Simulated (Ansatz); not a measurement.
A computed series for BP: response to strain

Consider BP in the zinc blende structure (space group F-43m, No. 216; a = 4.537 Å). Axes: x, y, z lie along the cube axes.

Strains are applied to the cell and any free atomic positions relax; under biaxial strain the out-of-plane vector relaxes too; under stress the whole cell relaxes.

The values are results of r2SCAN (Ansatz, a quantum-chemistry and plane-wave program), spin-orbit coupling left out, not measurements.

Candidates:
(a) uniaxial strain ε_zz = −1.31 %
(b) isotropic strain +0.54 %
(c) uniaxial stress, 0.5 GPa compression along z
(d) biaxial strain +1.63 %, plane normal [001], relaxed out of plane

Notes on the quantities. energy relative to the base: free energy F.

Q: Order them by energy relative to the base, highest first.

A: (d) biaxial strain +1.63 %, plane normal [001], relaxed out of plane (+7.6 meV/atom), (a) uniaxial strain ε_zz = −1.31 % (+2.3 meV/atom), (b) isotropic strain +0.54 % (+1.6 meV/atom), (c) uniaxial stress, 0.5 GPa compression along z (0.0 meV/atom)

Stability under load was not tested beyond the relaxation.
